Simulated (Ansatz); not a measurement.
The starting structures come from a database of crystals and need not be the phases stable at ambient conditions.

The decay constant κ of evanescent states in the gap governs leakage through a thin film.

Data:

```xyz
5
Lattice="4.0878 0.0000 0.0000 0.0000 4.0878 0.0000 0.0000 0.0000 4.0077" Properties=species:S:1:pos:R:3 pbc="T T T"
Ba     2.0439     2.0439     2.0038
Ti     0.0000     0.0000     0.0000
O      2.0439     0.0000     0.0000
O      0.0000     2.0439     0.0000
O      0.0000     0.0000     2.0038
```

Space group of this cell: P4/mmm. The cell is strained (lengths across the current scaled by 1.02, ions clamped); by r2SCAN its mean pressure is -8.0 GPa.

Transport runs along the normal of the first two printed cell vectors, the (001) (indices of the unstrained crystal) plane of the conventional cell.

The gap is the functional's own. No spin-orbit coupling. Mid-gap values are interpolated on the energy grid.

Problem. Give the band gap and the smallest decay constant κ at mid-gap that r2SCAN (Ansatz, a quantum-chemistry and plane-wave program) yields.

Solution. Gap 2.01 eV on a 8×8×8 mesh; κ = 0.248 1/Å, at the zone centre.
